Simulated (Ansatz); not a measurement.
## hypothetical cubic perovskite SrSnS3 with two functionals

Start from SrSnS$_{3}$ in the cubic perovskite structure (space group Pm-3m, No. 221; a = 5.0454 Å; a hypothetical phase, not in the database extracts checked).

(Cell as relaxed with PBE.)

Levels (all Ansatz, an electronic-structure program, PAW): PBE (420 eV, without spin-orbit coupling); PBEsol (420 eV, scalar-relativistic without spin-orbit coupling).

Each level relaxes its own structure.

```csv
quantity,PBE,PBEsol
volume per atom,25.69 Å³,___
lattice parameter a,5.045 Å,___
band gap,zero,___
```

Problem. Predict the PBEsol column.

Solution. 
- volume per atom, PBEsol: 24.63 Å³
- lattice parameter a, PBEsol: 4.975 Å
- band gap, PBEsol: zero

PBE's volume per atom lies 1.052 Å³ above PBEsol's (4.3 %); PBE's lattice parameter a lies 0.070 Å above PBEsol's (1.4 %); the two agree on the band gap. Neither level is exact; PBEsol is the comparison here, not a measurement.

Whether these cells are dynamically stable was not tested. All final runs are without spin polarisation. Many cubic perovskites are stable only at high temperature; tilts and polar distortions were not tested.
